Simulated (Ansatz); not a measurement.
Consider GaN in the zinc blende structure (space group F-43m, No. 216; a = 4.498 Å). Axes: x, y, z lie along the cube axes.

Level of theory: PBEsol (Ansatz, an electronic-structure program, PAW, without spin-orbit coupling).

One thing is altered: the cell is compressed by 3.00 % along z with no lateral relaxation, atoms relaxed at fixed cell.

Predict the stress tensor and what it implies for the stiffness.

Stress of the strained cell less that of the base (GPa, compression positive):
```
   4.93    0.00    0.00
   0.00    4.93    0.00
   0.00    0.00    8.31
```

Then −Δσ_ii/ε with ε = -0.0300 gives secant stiffness values (nonlinear terms included at this strain): C33 ≈ 277 GPa, C13 ≈ 164 GPa and C23 ≈ 164 GPa.

As a check, the harmonic strain energy −½ V₀ Δσ:ε is 8.9 meV/atom; the computed energy rise is 8.8 meV/atom.

Whether these cells are dynamically stable was not tested. This is not the structure that GaN has at room temperature and ambient pressure.
